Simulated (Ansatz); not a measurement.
Amorphous Zr₂₀O₄₂Sn, 63 atoms at 5.49 g/cm³, one PBE-relaxed geometry, zone centre. Methods: PBE, scalar-relativistic without spin-orbit coupling (Ansatz, an electronic-structure program); r2SCAN, scalar-relativistic without spin-orbit coupling (Ansatz); HSE06, scalar-relativistic without spin-orbit coupling (Ansatz). Plane waves to 420 eV (r2SCAN 500 eV); exact exchange is cut at the cell's faces. At PBE the levels at the filled edge of the gap are localised (band-tail or defect states). All rungs ran without spin polarisation.

The cell was made by melting and quenching with the CHGNet potential and then relaxed with DFT. O atoms were pushed apart under 1.9 Å during the dynamics, to hinder bonds among them. The hot cell started wider than the set density and was brought back towards it in steps. It is the lowest in DFT energy of 2 quenches. It is a model cell: composition and starting density were chosen by hand, and all elements were melted together. No dispersion term was used. Its density started from a set value of 5.34 and ended at 5.49 g/cm³. Cooling (nominally 380 K/ps over its main leg) ran many orders faster than in experiment, which tends to leave more defects and strain. One small periodic cell is one sample of the glass; other quenches scatter about these values. Volume and shape were free in the relaxation. On a 2×2×2 Γ-centred mesh force components of up to 0.13 eV/Å stay, since the relaxation ran on the zone centre alone.

The relaxation ran on the zone centre alone. At PBE the level gap is 3.63 eV on a 2×2×2 Γ-centred mesh, and the spacing at the zone centre alone 3.68 eV.

Question: What zone-centre spacing does r2SCAN give, roughly?

Answer: 4.16 eV (+0.48 eV against PBE).

Question: What zone-centre spacing does HSE06 give, roughly?

Answer: 5.24 eV (+1.56 eV against PBE).

The highest filled and the lowest empty state spread over these numbers of atoms (participation numbers): PBE: 6.6 and 20.4; r2SCAN: 5.8 and 17.4; HSE06: 5.9 and 20.3.
